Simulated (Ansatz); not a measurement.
## A computed series for Al: response to strain

Consider Al in the fcc (Cu type) structure (space group Fm-3m, No. 225; a = 3.9924 Å; relaxed with 0.1 eV smearing). Axes: x, y, z lie along the cube axes.

Strains are applied to the cell and any free atomic positions relax; under biaxial strain the out-of-plane vector relaxes too; under stress the whole cell relaxes.

All numbers come from r2SCAN (Ansatz, an electronic-structure program), spin-orbit coupling left out, earlier PAW set.

Candidates:
(a) uniaxial strain ε_yy = −2.55 %
(b) biaxial strain −0.77 %, plane normal [001], relaxed out of plane
(c) uniaxial stress, 2 GPa compression along x

Notes on the quantities. energy relative to the base: free energy F.

Task: Order them by energy relative to the base, highest first.

Result: (a) uniaxial strain ε_yy = −2.55 % (+4.7 meV/atom), (c) uniaxial stress, 2 GPa compression along x (+1.9 meV/atom), (b) biaxial strain −0.77 %, plane normal [001], relaxed out of plane (+0.8 meV/atom)

Stability under load was not tested beyond the relaxation.
